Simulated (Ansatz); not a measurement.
Band structure of HfC (Fm-3m, 2 atoms in the cell).

```xyz
2
Lattice="0.0000 2.3060 2.3060 2.3060 0.0000 2.3060 2.3060 2.3060 0.0000" Properties=species:S:1:pos:R:3 pbc="T T T"
Hf     0.0000     0.0000     0.0000
C      2.3060     2.3060     2.3060
```

Level of theory: PBE, PAW files (plane waves; Ansatz, a quantum-chemistry and plane-wave program).

Settings: basis.ecutwfc = 420 eV; kpoints.mp_grid.grid = 10 10 10; hamiltonian.xc = pbe; hamiltonian.pseudopotentials = {kind: paw} (an earlier, softer set of the program's PAW files); scf.occupations.method = fermi_dirac; scf.occupations.width = 0.05 eV; kpoints.band_path.npoints = 8.

The starting cell comes from a database of computed structures (which also holds hypothetical and non-ambient phases and stackings), without a prior relaxation at this level. Its lattice was rescaled by a random factor within 2.5 % of one. Spin-orbit coupling is off.

Levels in eV from the Fermi level, bands 12 to 18:
```
point      12     13     14     15     16    17    18
-----  ------  -----  -----  -----  -----  ----  ----
Γ      -10.93   1.03   1.03   1.03   1.33  1.33  1.33
X      -10.60  -2.64  -1.92  -0.09  -0.09  5.38  6.86
W       -9.71  -3.09  -2.79  -2.79   3.70  3.70  6.88
K       -9.80  -3.61  -2.79  -1.72   1.56  5.87  6.26
L       -8.45  -6.32  -3.15  -3.15   5.38  5.38  5.86
U       -9.80  -3.61  -2.79  -1.72   1.56  5.87  6.26
```

Bands cross the Fermi level along this path, so the cell is metallic at this level.

Keys are those of Ansatz 0.2.
